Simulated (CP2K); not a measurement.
CP2K run on Ca2In3Cu (Cm, 6 atoms in the cell): self-consistent single point.

Method of the run: PBEsol, GPW, DZVP-MOLOPT-SR-GTH basis, GTH-PBE potentials (GTH_POTENTIALS) in CP2K 2026.2.

```yaml
crystal:
  lattice:
    - [6.11749, 0.00000, 0.00000]
    - [4.25701, 4.39334, 0.00000]
    - [-4.63576, -1.96313, 5.66602]
  atoms:
    - { symbol: Ca, position: [0.54100, 0.54100, 0.29097] }
    - { symbol: Ca, position: [0.45526, 0.45526, 0.70493] }
    - { symbol: In, position: [0.85765, 0.85765, 0.31865] }
    - { symbol: In, position: [0.81752, 0.81752, 0.86922] }
    - { symbol: In, position: [0.15910, 0.15910, 0.09637] }
    - { symbol: Cu, position: [0.16947, 0.16947, 0.71986] }
```

Reference input (self-consistent single point, DFT LDA (Pade form), GPW, DZVP-MOLOPT-SR-GTH basis, GTH-PADE potentials (GTH_POTENTIALS)): CUTOFF = 600 Ry; REL_CUTOFF = 40 Ry; SMEAR/METHOD = FERMI_DIRAC; ELECTRONIC_TEMPERATURE = 580.23 K; KPOINTS/SCHEME = MONKHORST-PACK 4 4 3; GAMMA_CENTERED = T; XC_FUNCTIONAL = PADE; Ca/BASIS_SET = DZVP-MOLOPT-SR-GTH-q10; Ca/POTENTIAL = GTH-PADE-q10; In/BASIS_SET = DZVP-MOLOPT-SR-GTH-q13; In/POTENTIAL = GTH-PADE-q13; Cu/BASIS_SET = DZVP-MOLOPT-SR-GTH-q11. This run's input differs from it in these lines:

```diff
@@ -44,3 +44,6 @@
     &XC
-      &XC_FUNCTIONAL PADE
+      &XC_FUNCTIONAL
+        &PBE
+          PARAMETRIZATION PBESOL
+        &END PBE
       &END XC_FUNCTIONAL
@@ -80,3 +83,3 @@
       BASIS_SET DZVP-MOLOPT-SR-GTH-q10
-      POTENTIAL GTH-PADE-q10
+      POTENTIAL GTH-PBE-q10
     &END KIND
@@ -84,3 +87,3 @@
       BASIS_SET DZVP-MOLOPT-SR-GTH-q13
-      POTENTIAL GTH-PADE-q13
+      POTENTIAL GTH-PBE-q13
     &END KIND
@@ -88,3 +91,3 @@
       BASIS_SET DZVP-MOLOPT-SR-GTH-q11
-      POTENTIAL GTH-PADE-q11
+      POTENTIAL GTH-PBE-q11
     &END KIND
```

Output, abridged:

```
 SCF WAVEFUNCTION OPTIMIZATION

  Step     Update method      Time    Convergence         Total energy    Change
     1 NoMix/Diag. 0.30E+00      -     1.35829058      -290.5958496816 -2.91E+02
     2 Broy./Diag. 0.30E+00      -     0.27230046      -293.5264498919 -2.93E+00
     3 Broy./Diag. 0.30E+00      -     0.03799809      -290.2885971982  3.24E+00
     4 Broy./Diag. 0.30E+00      -     0.05096790      -290.3191395255 -3.05E-02
     5 Broy./Diag. 0.30E+00      -     0.03839781      -290.3419237401 -2.28E-02
     6 Broy./Diag. 0.30E+00      -     0.00360727      -289.8985847880  4.43E-01
   [... 11 lines left out ...]
    18 Broy./Diag. 0.30E+00      -     0.00000113      -290.0423529636 -1.05E-05
    19 Broy./Diag. 0.30E+00      -     0.00000025      -290.0423567255 -3.76E-06
    20 Broy./Diag. 0.30E+00      -     0.00000029      -290.0423577063 -9.81E-07
    21 Broy./Diag. 0.30E+00      -     0.00000007      -290.0423570700  6.36E-07
  *** SCF run converged in    21 steps ***

  Overlap energy of the core charge distribution:               0.00000000085637
  Self energy of the core charge distribution:               -478.91971131731651
  Core Hamiltonian energy:                                    139.50205175901462
  Hartree energy:                                              89.12955785031602
  Exchange-correlation energy:                                -39.75334560944317
  Electronic entropic energy:                                  -0.00090975333568
  Fermi energy:                                                 0.23513952778139

  Total energy:                                              -290.04235706996752
  Total energy (extrapolated to T->0):                       -290.04190219329968

   [... lines left out ...]

 STRESS| Analytical stress tensor [bar]
 STRESS|                        x                   y                   z
 STRESS|      x       -1.98359278368E+04   7.95069624614E+02   1.90282487270E+03
 STRESS|      y        7.95069624614E+02  -2.13768138359E+04   8.05823644545E+02
 STRESS|      z        1.90282487270E+03   8.05823644545E+02  -2.25686367206E+04
 STRESS| 1/3 Trace                                            -2.12604594645E+04
```

The run converged in 21 iterations. Against the reference run the pressure goes from -4.31 to -2.13 GPa and the largest force goes from 0.205 to 0.184 eV/Å.

The starting cell comes from a database of computed structures (which also holds hypothetical and non-ambient phases and stackings), without a prior relaxation at this level. Spin polarisation is off. Values carry the incompleteness of an atom-centred basis. The potentials were made for another functional than the one used.

Cost on one core of a shared machine: roughly 4 min.
